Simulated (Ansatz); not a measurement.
# Effect of Se interstitial (started 2.41 Å from the nearest host atom), symmetric start on hypothetical Fm-3m WSe2

The reference is a 12-atom supercell of WSe₂ (space group Fm-3m, No. 225; a = 6.168 Å; ferromagnetic; a hypothetical phase, not in the database extracts checked) at its relaxed geometry.

Perturbation: a neutral Se interstitial (started 2.41 Å from the nearest host atom), symmetric start, atoms relaxed at fixed cell.

Method: PBEsol (Ansatz, a quantum-chemistry and plane-wave program; PAW; 420 eV plane waves; no spin-orbit coupling). k-mesh 6×6×6 (Γ-centred); smearing 0.05 eV (Fermi–Dirac).

```json
{
 "pressure": "4.4 GPa (base 0.3 GPa)",
 "largest_displacement_of_a_host_atom_from_its_site_in_the_perfect_cell": "0.20 Å",
 "final_site_of_the_added_atom": "6 W at 2.61–3.56 Å and 8 Se at 2.67–2.90 Å"
}
```

The magnetic state is the one reached from the starting moments; the real material's order can differ, and small cells can't hold many antiferromagnetic ones. In so small a cell the defect repeats every few ångströms: this is an ordered compound, not a dilute defect. The defect started on the symmetric site and kept its symmetry, so it may sit on a saddle. The defect cell is spin-polarised and ends with 1.7 μB, a fractional moment that hangs on the mesh and smearing.
